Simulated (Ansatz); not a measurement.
How far a parabola holds: energy against volume of cubic perovskite KZnF3

Cubic perovskite KZnF3 was calculated with PBE in Ansatz (PAW). Run with plane-wave cutoff 520 eV, 8×8×8 k mesh, Fermi–Dirac smearing 0.01 eV, scalar-relativistic PAW data made under PBE. The cell has no free parameter but its volume, all volumes share cutoff and mesh, and the runs aren't spin-polarised. Energies are free energies at the run's smearing, counted from the lowest row; static lattice.

```csv
V (Å³/atom),E (meV/atom)
13.219,?
13.501,5.31
13.782,1.28
14.063,0.00
14.344,1.18
14.626,4.55
```

The 5 complete rows are fitted with a parabola, E against V. With u = V - 14.1, the rows have u = -0.5990, -0.3180, -0.0370, 0.2440, 0.5260. Least squares gives E = -0.001 + 0.564·u + 15.582·u². Residuals (row less fit): 0.058, -0.115, 0.001, 0.116, -0.057; standard error 0.129 (degrees of freedom: 2). The fitted curve has its minimum at V = 14.1, where E = -0.01. Its curvature is d²E/dV² = 2 × 15.582 meV/Å⁶, so B = V0·d²E/dV² × 0.1602 = 70.3 GPa.

Problem. Predict the withheld E at V = 13.219 from the fit, and compare with the calculation.

Solution. u = -0.8810, so E = -0.001 + 0.564 × (-0.8810) + 15.582 × (-0.8810)² = 11.596 meV/atom. The calculation gives 12.43 meV/atom, 0.834 meV/atom above the prediction (6.7 % of the range of E in the table). The row lies outside the fitted rows, so this is an extrapolation. From the scatter of the fitted rows alone, a prediction at this place has a standard error of 0.306 meV/atom, so the miss is 2.7 times that.

The residuals are curvature that a parabola lacks, not noise. A solid that stiffens under compression and softens on expansion lies above the parabola at the compressed end and under it at the expanded end, as this row does. A third-order Birch-Murnaghan fit to the whole scan has B0 = 69.9 GPa. Only scans are tabulated whose curvature falls smoothly with volume, and where the parabola meets the shown rows within 5 % of their range and misses the end by 0.1 meV or more.

Measured, for comparison: bulk modulus 80 GPa (temperature not stated, not corrected to a static lattice, (C11+2C12)/3; as tabulated in Vaitheeswaran et al. (2016), arXiv:1609.00541). Computed less measured: bulk modulus -13 %.

Note: the relaxation could not lower the start's symmetry, so the cell can be a saddle point above a distorted one.

Ansatz is a program for electronic structure.
